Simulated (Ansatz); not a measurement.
KTaO3 under a change: pressure −2 GPa

Take KTaO3 in the cubic perovskite structure (space group Pm-3m, No. 221; a = 3.9893 Å) as the base.

One thing is altered: hydrostatic tension (pressure −2 GPa).

Method: r2SCAN (Ansatz, a program for electronic structure), no SOC, earlier PAW set. Settings: 8×8×8 k-points, 0.05 eV Fermi–Dirac smearing.

- Volume per atom = 12.82 Å³ (base 12.70 Å³)
- Density = 6.94 g/cm³ (base 7.01 g/cm³)
- Enthalpy H = E + PV relative to the base's energy = -0.16 eV/atom
- Band gap = 2.61 eV (base 2.64 eV)
- Gap character = indirect, R → Γ (base indirect, R → Γ)
- Smallest direct gap = 3.27 eV (base 3.30 eV)
- Width of the top valence band = 1.10 eV (base 1.10 eV)

Spin-orbit coupling, missing from the scalar runs, can matter with Ta. Load acts through the strain it causes; cell and atoms are relaxed under it. No phonon test of stability was made.
